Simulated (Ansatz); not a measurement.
Consider the following.

```yaml
crystal:
  lattice:
    - [0.00000, 4.16785, 4.16785]
    - [4.16785, 0.00000, 4.16785]
    - [4.16785, 4.16785, 0.00000]
  atoms:
    - { symbol: Ba, position: [0.75000, 0.75000, 0.75000] }
    - { symbol: Ba, position: [0.25000, 0.25000, 0.25000] }
    - { symbol: Ca, position: [0.00000, 0.00000, 0.00000] }
    - { symbol: Mo, position: [0.50000, 0.50000, 0.50000] }
    - { symbol: O, position: [0.72980, 0.72980, 0.27020] }
    - { symbol: O, position: [0.27020, 0.27020, 0.72980] }
    - { symbol: O, position: [0.27020, 0.72980, 0.72980] }
    - { symbol: O, position: [0.72980, 0.27020, 0.27020] }
    - { symbol: O, position: [0.72980, 0.27020, 0.72980] }
    - { symbol: O, position: [0.27020, 0.72980, 0.27020] }
```

These are PBEsol, rigid bands (plane waves, PAW, scalar-relativistic; Ansatz, a quantum-chemistry and plane-wave program) values and carry that method's errors. How the cell was made: cell and atoms relaxed with PBEsol.

Q: Predict the electron conductivity mass (n e² τ/σ) at 300 K, by direction if it differs.

A: 0.86 mₑ.

Q: And the band gap?

A: 2.14 eV at this level; semilocal functionals usually fall short of the measured gap.

Rigid bands, one relaxation time for all states, no polarons. Spin-orbit coupling is left out; where it splits the top of the valence band it changes the hole mass and lowers the gap by about a third of the splitting.

Formula and space group known from diffraction (Crystallography Open Database), not checked to be the room-temperature form: Ba2CaMoO6 (Fm-3m).
